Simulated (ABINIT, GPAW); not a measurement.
An ABINIT input for a self-consistent single point of ZrMnF₆ (Fm-3m, 8 atoms in the cell) (DFT, PBEsol, plane waves, PAW (JTH v2.0 PBE PAW, files made for PBE)):

```
# ZrMnF6, JTH v2.0 PBE PAW
pp_dirpath "./"
pseudos "Zr.GGA_PBE-JTH.xml, Mn.GGA_PBE-JTH.xml, F.GGA_PBE-JTH.xml"
acell 3*1.0
rprim
        -0.0000000000    7.8151400226    7.8151400226
         7.8151400226   -0.0000000000    7.8151400226
         7.8151400226    7.8151400226    0.0000000000
natom 8
ntypat 3
znucl 40 25 9
typat 1 2 3 3 3 3 3 3
xred
         0.5000000000    0.5000000000    0.5000000000
         0.0000000000    0.0000000000    0.0000000000
         0.7450000000    0.2550000000    0.2550000000
         0.2550000000    0.7450000000    0.7450000000
         0.2550000000    0.7450000000    0.2550000000
         0.7450000000    0.2550000000    0.7450000000
         0.2550000000    0.2550000000    0.7450000000
         0.7450000000    0.7450000000    0.2550000000
ecut 816 eV
pawecutdg 1633 eV
ixc -116133
nsppol 2
spinat
      0 0 0
      0 0 4
      0 0 0
      0 0 0
      0 0 0
      0 0 0
      0 0 0
      0 0 0
occopt 3
tsmear 0.00073499
nband 47
kptopt 1
ngkpt 4 4 4
nshiftk 1
shiftk 0 0 0
nstep 80
tolvrs 1.0e-12
prtwf 0
prtden 0
prtvol 1
```

### Question
Give the GPAW input for the same structure, mesh, smearing and functional.

### Answer
This is the input that was run; spellings and numerical settings could be chosen otherwise.

```python
from ase import Atoms
from ase.units import GPa
from gpaw import GPAW

atoms = Atoms(['Zr', 'Mn', 'F', 'F', 'F', 'F', 'F', 'F'],
              cell=[[0.000000, 4.135594, 4.135594],
                    [4.135594, 0.000000, 4.135594],
                    [4.135594, 4.135594, 0.000000]],
              scaled_positions=[[0.500000, 0.500000, 0.500000],
                                [0.000000, 0.000000, 0.000000],
                                [0.745000, 0.255000, 0.255000],
                                [0.255000, 0.745000, 0.745000],
                                [0.255000, 0.745000, 0.255000],
                                [0.745000, 0.255000, 0.745000],
                                [0.255000, 0.255000, 0.745000],
                                [0.745000, 0.745000, 0.255000]],
              pbc=True)

atoms.set_initial_magnetic_moments([0.0, 4.0, 0.0, 0.0, 0.0, 0.0, 0.0, 0.0])

calc = GPAW(spinpol=True,
            mode={'name': 'pw', 'ecut': 950},
            xc='PBEsol',
            kpts={'size': (4, 4, 4), 'gamma': True},
            occupations={'name': 'fermi-dirac', 'width': 0.02},
            nbands=-4,
            convergence={'density': 1e-05, 'bands': -2},
            symmetry={'symmorphic': False, 'tolerance': 0.0005},
            maxiter=150)

atoms.calc = calc

energy = atoms.get_potential_energy()
print('Energy (eV):', round(energy, 6))
forces = atoms.get_forces()
print('Forces (eV/Ang):')
print(forces.round(5))
stress = atoms.get_stress()
print('Stress (GPa, Voigt):', (stress / GPa).round(4))
```

Basis settings and potentials, where a program has them, do not carry over. This input uses DFT PBEsol, plane waves, GPAW PAW datasets PBEsol (made by gpaw-setup).

The starting cell comes from a database of computed structures (which also holds hypothetical and non-ambient phases and stackings), without a prior relaxation at this level. Its lattice was rescaled by a random factor within 2.5 % of one.
